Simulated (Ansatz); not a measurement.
Defect: interstitial Li in rutile TiO2, charge state +1. The step: a concerted move, in which Li travels most; the atom moves 1.55 Å along (0.00, 0.00, 0.52) of the unit cell; the moving atom starts with neighbours 3 O at 1.84, O at 1.84 Å and ends with 4 O at 1.84 Å. A PBE band in Ansatz (plane-wave PAW, one k-point at (0.250, 0.250, 0.250), 72 host sites, 50 SCF runs with any check of the saddle's order, static, no finite-size correction) gives a forward barrier of 0.085 eV. The saddle point's order was not checked, and it lies on a symmetry element of the cell, where a band can be held. The charge state is imposed; whether it is stable for some Fermi level was not computed. Sites that were not tried may lie lower.

Single points at the band's start and saddle point can refine it. Rough cost of one point, in units of the band's mean SCF on the same machine:

| Level | Cost of one point |
|---|---|
| PBE, a 2×2×2 k-point mesh shifted by half a step | about 4 |
| r2SCAN at 500 eV, one k-point at (0.250, 0.250, 0.250) | about 2 |

Problem. Which of these move the barrier by more than 0.1 eV, and how far does each move it?

Solution. Not one does. PBE, a 2×2×2 k-point mesh shifted by half a step: -0.02 eV; r2SCAN at 500 eV, one k-point at (0.250, 0.250, 0.250): 0.00 eV. Each functional is compared with PBE at the same k-points.

Ansatz is a first-principles code.
